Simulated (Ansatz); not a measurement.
Take Si in the diamond structure (space group Fd-3m, No. 227; a = 5.470 Å) as the base.

The values are results of PBE in Ansatz (plane waves to 420 eV, PAW, no spin-orbit coupling), not measurements.

Base values:

```
Item                Value
---------------  --------
Volume per atom  20.46 Å³
```

It is then changed as follows: cell and atoms relaxed at a pressure of 1.5 GPa.

**Question.** What does the calculation give for the volume per atom and mean gap deformation potential ΔEg/Δln V after the change?

**Answer.** The volume per atom falls by 0.33 Å³ to 20.13 Å³; the mean gap deformation potential ΔEg/Δln V amounts to +1.8 eV.

Load acts through the strain it causes; cell and atoms are relaxed under it. No phonon test of stability was made.

Ansatz is a quantum-chemistry and plane-wave program.
